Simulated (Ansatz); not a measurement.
MgS (P6₃mc, No. 186; start mp-1185942; another space group than a measured phase of this formula): smallest direct gap on the k points sampled by level of theory

No measured value is used here.

```csv
level (code),value (eV)
LDA (Ansatz),___
PBEsol (Ansatz),3.30
r²SCAN (Ansatz),4.15
G0W0@PBEsol (Ansatz),5.09 ± 0.01
```

### Question
Complete the blanks.

### Answer

- LDA (Ansatz, a quantum-chemistry and plane-wave program), value (eV): 3.19

Computed values are for a static lattice.  A ± on a computed value is a rough bar: the spread of its extrapolation, a floor set from checks against published values, or a statistical error. Values are at the PBEsol cell. Cutoffs differ between the levels. Ansatz's density-functional and Hartree–Fock values are scalar-relativistic unless marked +SOC, with PAW data made under PBE.

A start named mp-… is a Materials Project structure, which can be a computed phase never made.
